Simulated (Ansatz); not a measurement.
A calculation on BiTe (R-3m, No. 166, 2 atoms in the cell; start mp-1227339; a measured phase of this formula has another space group) returned lattice constant a 4.760 Å, lattice parameter c 9.544 Å, cohesive energy 3.46 eV/atom.

Q: Which level of theory produced these numbers?
(A) PBE (Ansatz, a quantum-chemistry and plane-wave program)
(B) PBEsol (Ansatz)
(C) LDA (Ansatz)
(D) r²SCAN+rVV10 (Ansatz)

A: C, LDA (Ansatz)

The others give: PBE 4.839 Å, 9.982 Å, 2.55 eV/atom; PBEsol 4.800 Å, 9.584 Å, 2.95 eV/atom; r²SCAN+rVV10 4.811 Å, 9.741 Å, 2.60 eV/atom.

Unless a cell is named, each level is at its own relaxed cell (LDA 31.22, PBE 33.74, PBEsol 31.87, r²SCAN+rVV10 32.55 Å³/atom).

Caveats: the relaxation could not lower the start's symmetry, so the cell can be a saddle point above a distorted one (PBE, PBEsol, r²SCAN+rVV10, LDA). Ansatz's density-functional and Hartree–Fock values are scalar-relativistic unless marked +SOC, with PAW data made under PBE.

A start named mp-… is a Materials Project structure, which need not be a measured phase.
